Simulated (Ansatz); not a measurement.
## Pressure series in hypothetical I4_132 B

Take B (space group I4_132, No. 214; a hypothetical phase, not in the database extracts checked) as the base.

```xyz
4
Lattice="-2.3264 2.3264 2.3264 2.3264 -2.3264 2.3264 2.3264 2.3264 -2.3264" Properties=species:S:1:pos:R:3 pbc="T T T"
B      1.7448     0.5816    -0.5816
B      0.5816    -0.5816     1.7448
B     -0.5816     1.7448     0.5816
B      0.5816     0.5816     0.5816
```

Cell and atoms are relaxed at each pressure.

Levels (all Ansatz, a program for electronic structure, PAW): PBE (420 eV, no spin-orbit coupling); PBEsol (420 eV, no SOC).

The base cell above is that of PBE; each level relaxes its own structures.

```json
[
 {"case": "pressure −2 GPa", "shortest interatomic distance, PBE": "1.656 Å", "shortest interatomic distance, PBEsol": "1.648 Å"},
 {"case": "pressure −1 GPa", "shortest interatomic distance, PBE": "1.650 Å", "shortest interatomic distance, PBEsol": "1.643 Å"},
 {"case": "pressure 0.3 GPa", "shortest interatomic distance, PBE": "1.644 Å", "shortest interatomic distance, PBEsol": "1.637 Å"},
 {"case": "pressure 0.7 GPa", "shortest interatomic distance, PBE": "1.642 Å", "shortest interatomic distance, PBEsol": "1.635 Å"},
 {"case": "pressure 1.5 GPa", "shortest interatomic distance, PBE": "1.638 Å", "shortest interatomic distance, PBEsol": "1.631 Å"},
 {"case": "pressure 3 GPa", "shortest interatomic distance, PBE": "1.631 Å", "shortest interatomic distance, PBEsol": "1.624 Å"},
 {"case": "pressure 5 GPa", "shortest interatomic distance, PBE": "1.622 Å", "shortest interatomic distance, PBEsol": "1.615 Å"},
 {"case": "pressure 7.5 GPa", "shortest interatomic distance, PBE": "1.611 Å", "shortest interatomic distance, PBEsol": "1.605 Å"},
 {"case": "pressure 10 GPa", "shortest interatomic distance, PBE": "1.601 Å", "shortest interatomic distance, PBEsol": "1.595 Å"}
]
```

PBE lies above PBEsol in every row, by 0.006 Å to 0.007 Å. They put the cases in the same order.

Load acts through the strain it causes; cell and atoms are relaxed under it. No phonon test of stability was made. No other phases were tried under pressure.
